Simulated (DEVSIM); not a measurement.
Structure: Ti/Si3N4/p-Si capacitor, at 400 K.

```tsv
layer (left to right)	material	thickness (nm)	Na (cm⁻³)
1	Si3N4	15.0	-
2	Si	3700	2.4e16
```

Metal gate on the left, work function 4.33 eV. Fixed charge at the semiconductor interface 0 cm⁻² (in units of +e); interface traps 1.4e11 cm⁻² eV⁻¹, uniform in energy, neutral level at 0.5 of the gap above the valence band.

The device is made up for the run: typed textbook-type constants, with dimensions and the other settings drawn at random. Values at 300 K; Nc and Nv go as T^1.5, mobilities as T to minus their exponent, the gap by Varshni's rule with the affinity fixed.

```
parameter         Si3N4        Si
----------------  -----  --------
gap (eV)            5.1     1.124
affinity (eV)       2.1      4.05
permittivity        7.5      11.7
Nc (cm⁻³)             -   2.86e19
Nv (cm⁻³)             -    3.1e19
Varshni α (eV/K)      -  0.000473
Varshni β (K)         -       636
```

DEVSIM, 1D Poisson equation in equilibrium, Boltzmann statistics, complete ionisation; no quantum confinement or tunnelling. Metal contacts follow the ideal Schottky-Mott rule: no Fermi-level pinning, no interface dipoles.

Problem. Tabulate band edges, carrier densities and field at 0.0 V on the gate.

Solution. Energies count from the Fermi level of the right contact; mesh points crowd at the junctions.

```json
[
 {"x (μm)": "0.000", "Ec (eV)": "2.230", "Ev (eV)": "-2.870", "n (cm⁻³)": "< 1e2", "p (cm⁻³)": "< 1e2", "field (V/cm)": "88000"},
 {"x (μm)": "0.001439", "Ec (eV)": "2.243", "Ev (eV)": "-2.857", "n (cm⁻³)": "< 1e2", "p (cm⁻³)": "< 1e2", "field (V/cm)": "88000"},
 {"x (μm)": "0.004214", "Ec (eV)": "2.267", "Ev (eV)": "-2.833", "n (cm⁻³)": "< 1e2", "p (cm⁻³)": "< 1e2", "field (V/cm)": "88000"},
 {"x (μm)": "0.009314", "Ec (eV)": "2.312", "Ev (eV)": "-2.788", "n (cm⁻³)": "< 1e2", "p (cm⁻³)": "< 1e2", "field (V/cm)": "88000"},
 {"x (μm)": "0.01363", "Ec (eV)": "2.350", "Ev (eV)": "-2.750", "n (cm⁻³)": "< 1e2", "p (cm⁻³)": "< 1e2", "field (V/cm)": "88000"},
 {"x (μm)": "0.01500", "Ec (eV)": "0.412", "Ev (eV)": "-0.684", "n (cm⁻³)": "2.8e14", "p (cm⁻³)": "1.2e11", "field (V/cm)": "70000"},
 {"x (μm)": "0.01646", "Ec (eV)": "0.420", "Ev (eV)": "-0.676", "n (cm⁻³)": "2.2e14", "p (cm⁻³)": "1.4e11", "field (V/cm)": "53000"},
 {"x (μm)": "0.02185", "Ec (eV)": "0.448", "Ev (eV)": "-0.648", "n (cm⁻³)": "9.9e13", "p (cm⁻³)": "3.3e11", "field (V/cm)": "51000"},
 {"x (μm)": "0.03252", "Ec (eV)": "0.501", "Ev (eV)": "-0.596", "n (cm⁻³)": "2.2e13", "p (cm⁻³)": "1.5e12", "field (V/cm)": "47000"},
 {"x (μm)": "0.05740", "Ec (eV)": "0.607", "Ev (eV)": "-0.490", "n (cm⁻³)": "1.0e12", "p (cm⁻³)": "3.2e13", "field (V/cm)": "38000"},
 {"x (μm)": "0.1121", "Ec (eV)": "0.759", "Ev (eV)": "-0.337", "n (cm⁻³)": "1.2e10", "p (cm⁻³)": "2.7e15", "field (V/cm)": "18000"},
 {"x (μm)": "0.3143", "Ec (eV)": "0.834", "Ev (eV)": "-0.262", "n (cm⁻³)": "1.3e9", "p (cm⁻³)": "2.4e16", "field (V/cm)": "48"},
 {"x (μm)": "0.7147", "Ec (eV)": "0.835", "Ev (eV)": "-0.262", "n (cm⁻³)": "1.3e9", "p (cm⁻³)": "2.4e16", "field (V/cm)": "≈ 0"},
 {"x (μm)": "1.649", "Ec (eV)": "0.835", "Ev (eV)": "-0.262", "n (cm⁻³)": "1.3e9", "p (cm⁻³)": "2.4e16", "field (V/cm)": "≈ 0"},
 {"x (μm)": "3.023", "Ec (eV)": "0.835", "Ev (eV)": "-0.262", "n (cm⁻³)": "1.3e9", "p (cm⁻³)": "2.4e16", "field (V/cm)": "≈ 0"},
 {"x (μm)": "3.409", "Ec (eV)": "0.835", "Ev (eV)": "-0.262", "n (cm⁻³)": "1.3e9", "p (cm⁻³)": "2.4e16", "field (V/cm)": "≈ 0"},
 {"x (μm)": "3.584", "Ec (eV)": "0.835", "Ev (eV)": "-0.262", "n (cm⁻³)": "1.3e9", "p (cm⁻³)": "2.4e16", "field (V/cm)": "≈ 0"},
 {"x (μm)": "3.660", "Ec (eV)": "0.835", "Ev (eV)": "-0.262", "n (cm⁻³)": "1.3e9", "p (cm⁻³)": "2.4e16", "field (V/cm)": "≈ 0"},
 {"x (μm)": "3.698", "Ec (eV)": "0.835", "Ev (eV)": "-0.262", "n (cm⁻³)": "1.3e9", "p (cm⁻³)": "2.4e16", "field (V/cm)": "≈ 0"},
 {"x (μm)": "3.708", "Ec (eV)": "0.835", "Ev (eV)": "-0.262", "n (cm⁻³)": "1.3e9", "p (cm⁻³)": "2.4e16", "field (V/cm)": "≈ 0"},
 {"x (μm)": "3.713", "Ec (eV)": "0.835", "Ev (eV)": "-0.262", "n (cm⁻³)": "1.3e9", "p (cm⁻³)": "2.4e16", "field (V/cm)": "≈ 0"},
 {"x (μm)": "3.715", "Ec (eV)": "0.835", "Ev (eV)": "-0.262", "n (cm⁻³)": "1.3e9", "p (cm⁻³)": "2.4e16", "field (V/cm)": "≈ 0"}
]
```
